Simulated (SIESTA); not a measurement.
A self-consistent single point of Sc2Co (I4/mcm, 6 atoms in the cell) with SIESTA.

Computed with GGA PBEsol, numerical atomic orbitals DZP, PseudoDojo PBEsol standard norm-conserving potentials (rewritten from UPF to PSML) (SIESTA).

The change in words: lattice scaled by 0.98. Reference geometry:
```
Sc2Co
1.0
   -3.15008     3.15008     2.82160
    3.15008    -3.15008     2.82160
    3.15008     3.15008    -2.82160
Sc Co
4 2
Cartesian
  2.02607  -1.12401   2.82160
  1.12401   4.27409   0.00000
  1.12401   2.02607   2.82160
  2.02607   1.12401   0.00000
  0.00000   0.00000   4.23240
  0.00000   0.00000   1.41080
```

Reference input (self-consistent single point, DFT, GGA PBEsol, numerical atomic orbitals DZP, PseudoDojo PBEsol standard norm-conserving potentials (rewritten from UPF to PSML)): XC.functional = GGA; XC.authors = PBEsol; potentials = PseudoDojo PBEsol standard; PAO.BasisSize = DZP; PAO.EnergyShift = 0.005 Ry; MeshCutoff = 300 Ry; kgrid.MonkhorstPack = 5 5 5; OccupationFunction = FD; ElectronicTemperature = 50 meV; MaxSCFIterations = 150; SCF.Mixer.Method = Broyden; SCF.Mixer.Weight = 0.25. This run's input differs from it in these lines:

```diff
@@ -12,5 +12,5 @@
 %block LatticeVectors
-    -5.952780912    5.952780912    5.332056902
-     5.952780912   -5.952780912    5.332056902
-     5.952780912    5.952780912   -5.332056902
+    -5.833724386    5.833724386    5.225415878
+     5.833724386   -5.833724386    5.225415878
+     5.833724386    5.833724386   -5.225415878
 %endblock LatticeVectors
@@ -18,8 +18,8 @@
 %block AtomicCoordinatesAndAtomicSpecies
-     3.828709627   -2.124071285    5.332056902  1
-     2.124071285    8.076852197    0.000000000  1
-     2.124071285    3.828709627    5.332056902  1
-     3.828709627    2.124071285    0.000000000  1
-     0.000000000   -0.000000000    7.998085354  2
-     0.000000000    0.000000000    2.666028451  2
+     3.752134851   -2.081589536    5.225415878  1
+     2.081589536    7.915313922   -0.000000000  1
+     2.081589536    3.752134851    5.225415878  1
+     3.752134851    2.081589536    0.000000000  1
+    -0.000000000    0.000000000    7.838123817  2
+     0.000000000    0.000000000    2.612707939  2
 %endblock AtomicCoordinatesAndAtomicSpecies
```

Output, abridged:

```
        iscf     Eharris(eV)        E_KS(eV)     FreeEng(eV)     dDmax    Ef(eV) dHmax(eV)
   scf:    1   -13463.270700   -13552.940677   -13553.013847  1.360050 -5.599131 23.709818
   scf:    2   -13307.322024   -13507.426753   -13507.468204  0.541095 -6.119951 38.801659
   scf:    3   -13599.941402   -13572.275387   -13572.323050  0.256707 -6.012939  7.719984
   scf:    4   -13248.788988   -13477.642617   -13477.740337  0.799488 -6.011905 44.352586
   scf:    5   -13459.687184   -13560.468623   -13560.517503  0.814689 -6.173932 18.086050
   [... 10 lines left out ...]
   scf:   16   -13576.321917   -13576.321919   -13576.383130  0.000087 -6.227014  0.004647
   scf:   17   -13576.321915   -13576.321919   -13576.383130  0.000126 -6.227032  0.005251
   scf:   18   -13576.321918   -13576.321919   -13576.383131  0.000096 -6.227055  0.002267
   scf:   19   -13576.321919   -13576.321919   -13576.383131  0.000036 -6.227067  0.000816
SCF Convergence by DM+H criterion
max |DM_out - DM_in|         :     0.0000362538
max |H_out - H_in|      (eV) :     0.0008155961
SCF cycle converged after 19 iterations

Using DM_out to compute the final energy and forces

siesta: E_KS(eV) =           -13576.3219

siesta: E_KS - E_eggbox =    -13576.3219

siesta: Atomic forces (eV/Ang):
     1    0.058153    0.058153   -0.000030
     2   -0.058153   -0.058153    0.000030
     3   -0.058142    0.058142    0.000000
     4    0.058142   -0.058142    0.000000
     5    0.000322   -0.000322    0.000000
     6   -0.000322    0.000322   -0.000000
   Tot   -0.000000   -0.000000    0.000000
   Max    0.058153
   Res    0.038765    sqrt( Sum f_i^2 / 3N )
   Max    0.058153    constrained

   [... lines left out ...]
siesta: FreeEng =    -13576.383131
   [... lines left out ...]
siesta:    -0.000736    0.000091    0.000078
siesta:     0.000091   -0.000736    0.000078
siesta:     0.000078    0.000078    0.003853

siesta: Cell volume =        105.408605 Ang**3

siesta: Pressure (static):
siesta:                Solid            Molecule  Units
siesta:          -0.00000864         -0.00000336  Ry/Bohr**3
siesta:          -0.00079362         -0.00030816  eV/Ang**3
siesta:          -1.27152673         -0.49372373  kBar
```

The run converged in 19 iterations. Against the reference run the free energy drops by 21.6 meV/atom, the pressure goes from -5.79 to -0.13 GPa and the largest force goes from 0.026 to 0.082 eV/Å.

The starting cell comes from a database of computed structures (which also holds hypothetical and non-ambient phases and stackings), without a prior relaxation at this level. Its lattice was rescaled by a random factor within 2.5 % of one. For this run, on top of that: lattice scaled by 0.98. Spin polarisation is off. Values carry the incompleteness of an atom-centred basis.

Cost on one core of a shared machine: roughly 60 s.
